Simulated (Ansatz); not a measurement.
## MgO (model structure, started from the BeO type, P4₂/mnm, No. 136, 8 atoms in the cell): smallest direct gap on the k points sampled by level of theory

No measured value is used here.

```tsv
level (code)	value (eV)
LDA (Ansatz)	3.38
PBE (Ansatz)	3.51
PBEsol (Ansatz)	3.37
r²SCAN (Ansatz)	?
HSE06 (Ansatz)	5.09
```

### Question
Complete the blanks.

### Answer

- r²SCAN (Ansatz, a quantum-chemistry and plane-wave program), value (eV): 4.13

Computed values are for a static lattice.  Values are at the PBEsol cell. Cutoffs and k meshes differ between the levels. Ansatz's density-functional and Hartree–Fock values are scalar-relativistic unless marked +SOC, with PAW data made under PBE.

A model structure was made by putting elements into a prototype or built by hand; it is no filed structure, need not be a known phase, and can be a saddle point held by its symmetry.
